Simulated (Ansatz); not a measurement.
Levels about the gap of amorphous Hf18O36Cu2 (56 atoms in a cell of 710 Å³, 9.16 g/cm³; zone centre alone, so wide bands show as single levels with stretches between that a denser mesh fills), at the geometry that PBE relaxed, where it gives 0.0 GPa on a denser mesh. The participation number counts the atoms over which a state spreads; weights are charges in smoothed Voronoi cells. The levels come from a single point, so bond lengths are those of that geometry. Method of the levels: PBE, scalar-relativistic without spin-orbit coupling (Ansatz, an electronic-structure program). Sampling: the zone centre alone; Fermi-Dirac width 0.02 eV; no spin polarisation.

Preparation: random packing, a CHGNet melt and quench, and a DFT relaxation. O atoms were pushed apart under 1.9 Å during the dynamics, to hinder bonds among them. The hot cell started wider than the set density and was brought back towards it in steps. It is the lowest in DFT energy of 2 quenches. It is a model cell: composition and starting density were chosen by hand, and all elements were melted together. No dispersion term was used. Its density started from a set value of 9.02 and ended at 9.16 g/cm³. Cooling (nominally 300 K/ps over its main leg) ran many orders faster than in experiment, which tends to leave more defects and strain. Values belong to this one cell and scatter from quench to quench. The volume was free in the relaxation, at fixed shape. Stress components on the final sampling reach 3.1 GPa. On a 2×2×2 Γ-centred mesh force components of up to 0.15 eV/Å stay, since the relaxation ran on the zone centre alone.

```json
[
 {"E - E(highest filled), eV": "-1.26", "filling": "filled", "participation number": "3.3", "largest on": "Cu, 5 neighbours", "weight Cu": "0.72", "weight Hf": "0.03", "weight O": "0.25"},
 {"E - E(highest filled), eV": "-1.24", "filling": "filled", "participation number": "4.4", "largest on": "Cu, 6 neighbours", "weight Cu": "0.64", "weight Hf": "0.02", "weight O": "0.33"},
 {"E - E(highest filled), eV": "-1.03", "filling": "filled", "participation number": "2.3", "largest on": "Cu, 5 neighbours", "weight Cu": "0.74", "weight Hf": "0.03", "weight O": "0.23"},
 {"E - E(highest filled), eV": "-0.85", "filling": "filled", "participation number": "2.5", "largest on": "Cu, 6 neighbours", "weight Cu": "0.82", "weight Hf": "0.02", "weight O": "0.16"},
 {"E - E(highest filled), eV": "-0.68", "filling": "filled", "participation number": "2.8", "largest on": "Cu, 5 neighbours", "weight Cu": "0.85", "weight Hf": "0.02", "weight O": "0.13"},
 {"E - E(highest filled), eV": "-0.47", "filling": "filled", "participation number": "3.4", "largest on": "Cu, 6 neighbours", "weight Cu": "0.73", "weight Hf": "0.04", "weight O": "0.23"},
 {"E - E(highest filled), eV": "0.00", "filling": "filled", "participation number": "7.5", "largest on": "Cu, 6 neighbours", "weight Cu": "0.47", "weight Hf": "0.13", "weight O": "0.40"},
 {"E - E(highest filled), eV": "2.17", "filling": "empty", "participation number": "11.4", "largest on": "Cu, 5 neighbours", "weight Cu": "0.29", "weight Hf": "0.39", "weight O": "0.31"},
 {"E - E(highest filled), eV": "2.71", "filling": "empty", "participation number": "32.8", "largest on": "Hf, 6 neighbours", "weight Cu": "0.04", "weight Hf": "0.56", "weight O": "0.39"},
 {"E - E(highest filled), eV": "2.84", "filling": "empty", "participation number": "21.8", "largest on": "Hf, 5 neighbours", "weight Cu": "0.02", "weight Hf": "0.62", "weight O": "0.36"},
 {"E - E(highest filled), eV": "2.89", "filling": "empty", "participation number": "19.8", "largest on": "Hf, 6 neighbours", "weight Cu": "0.07", "weight Hf": "0.53", "weight O": "0.40"},
 {"E - E(highest filled), eV": "2.98", "filling": "empty", "participation number": "25.2", "largest on": "Hf, 6 neighbours", "weight Cu": "0.07", "weight Hf": "0.55", "weight O": "0.38"},
 {"E - E(highest filled), eV": "3.05", "filling": "empty", "participation number": "28.2", "largest on": "Hf, 6 neighbours", "weight Cu": "0.02", "weight Hf": "0.58", "weight O": "0.40"},
 {"E - E(highest filled), eV": "3.12", "filling": "empty", "participation number": "23.6", "largest on": "Hf, 6 neighbours", "weight Cu": "0.03", "weight Hf": "0.60", "weight O": "0.37"}
]
```

Most localised among these is the filled level at -1.03 eV, on a Cu atom, which has 5 neighbours (O 2.07 Å, Cu 2.36 Å, Hf 2.82 Å, Hf 2.89 Å, Hf 2.91 Å).
